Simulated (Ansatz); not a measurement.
Start from La2O3 (space group P-3m1, No. 164; a = 3.906 Å, c = 6.039 Å). Axes: x lies along a and z along c of the hexagonal cell.

Calculations: PBEsol (Ansatz, a quantum-chemistry and plane-wave program, PAW, spin-orbit coupling left out), earlier PAW set.

Modification: uniaxial stress, 2 GPa tension along x, with the cell and atoms free to relax against it.

Q: What does the calculation give for the mean lateral Poisson ratio after the change?

A: The mean lateral Poisson ratio is 0.39.

Q: What does the calculation give for the secant Young's modulus along x after the change?

A: The secant Young's modulus along x is 91 GPa.

Load acts through the strain it causes; cell and atoms are relaxed under it. Beyond what the load breaks, stability against distortions was not tested.
